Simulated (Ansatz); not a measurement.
Zn₄Te₃S (model structure, P-4m2, No. 115, 8 atoms in the cell), treated with LDA (PAW; Ansatz, an electronic-structure program).

Run with plane-wave cutoff 520 eV, 8×8×4 k mesh (along the axes of the cell as run), Fermi–Dirac smearing 0.01 eV, scalar-relativistic PAW data made under PBE.

Cell (relaxed at this level):

```
CELL_PARAMETERS angstrom
      4.12847     0.00000     0.00000
      0.00000     4.12847     0.00000
      0.00000     0.00000    11.57353
ATOMIC_POSITIONS crystal
  Zn 0.00000 0.00000 0.01315
  S  0.50000 0.00000 0.11456
  Zn 0.50000 0.50000 0.21597
  Te 0.00000 0.50000 0.34887
  Zn 0.00000 0.00000 0.48136
  Te 0.50000 0.00000 0.61456
  Zn 0.50000 0.50000 0.74776
  Te 0.00000 0.50000 0.88026
```

**Question.** Give the computed band gap and bulk modulus.

**Answer.** 
band gap: 1.07 eV (on the SCF k mesh)
bulk modulus: 61.2 GPa

Note: the bulk modulus is −V dP/dV from two relaxed cells at ±2 % in volume; the relaxation could raise the start's symmetry but not lower it, so the cell can be a saddle point.

Spin–orbit coupling is not included.

The result took about 11 core-minutes (a rough figure).

A model structure was made by putting elements into a prototype or built by hand; it is no filed structure, need not be a known phase, and can be a saddle point held by its symmetry.
